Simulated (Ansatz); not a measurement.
Start from InAs in the zinc blende structure (space group F-43m, No. 216).

Space group F-43m (No. 216); a = b = c = 6.1863 Å, α = β = γ = 90.00°

| atom | site | symmetry | x | y | z |
|---|---|---|---|---|---|
| As | 4c | -43m | 0.2500 | 0.2500 | 0.2500 |
| In | 4a | -43m | 0.0000 | 0.0000 | 0.0000 |
(The calculation used a cell of 2 atoms; values per cell refer to that cell.)

The values are results of PBE, PAW, 420 eV (Ansatz, a first-principles code; without spin-orbit coupling), not measurements.

For the base:

The lattice parameter a is 6.186 Å.

The change: full substitution As → Sb; the structure is relaxed again.

**Question.** Estimate the effect on the lattice parameter a.

**Answer.** The lattice parameter a goes up by 0.4492 Å (6.186 Å → 6.636 Å).

Stability against distortions was not tested. The final runs are not spin-polarised.
